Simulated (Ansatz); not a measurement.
Effect of uniaxial stress, 3 GPa tension along z on Ge

Consider Ge (space group R-3, No. 148; a = 9.8508 Å, c = 5.8556 Å (hexagonal axes); a cell from a computed database, its experimental status unchecked). Axes: x lies along a and z along c of the hexagonal cell.

Now apply this change: uniaxial stress, 3 GPa tension along z; all other stress components relax to zero.

Calculations: Ansatz (a first-principles code) PBEsol, without spin-orbit coupling. Settings: 10×10×10 k-points, 0.05 eV Fermi–Dirac smearing.

* **Volume per atom**: 20.96 Å³ (base 20.50 Å³)
* **Energy relative to the base (free energy F)**: +7.5 meV/atom
* **Band gap**: zero (base zero)
* **Strain response (xx, yy, zz)**: (−0.73, −0.73, +3.75) % (rough)

Cost of the whole job for the changed cell (relaxation, final SCF and bands): around 16 core-minutes (rough).

Without a gap, meshes like the base's 10×10×10 leave anisotropic stresses uncertain by several tenths of a GPa, and small strain energies with them. Beyond what the load breaks, stability against distortions was not tested. This is not the structure that Ge has at room temperature and ambient pressure.
